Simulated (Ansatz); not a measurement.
Base system: KBr in the rock salt structure (space group Fm-3m, No. 225; a = 6.7055 Å).

Level of theory: PBE (Ansatz, an electronic-structure program), scalar-relativistic without spin-orbit coupling.

For the base:

```
Property              Result
---------------  -----------
Volume per atom     37.69 Å³
Band gap             4.31 eV
Gap character    direct at Γ
```

It is then changed as follows: a negative pressure, −2 GPa.

Q: What does the calculation give for the volume per atom, band gap and gap character after the change?

A: The volume per atom increases by 13.34 Å³ to 51.03 Å³; the band gap drops by 0.66 eV to 3.65 eV; the gap character is still direct at Γ.

Load acts through the strain it causes; cell and atoms are relaxed under it. No phonon test of stability was made.
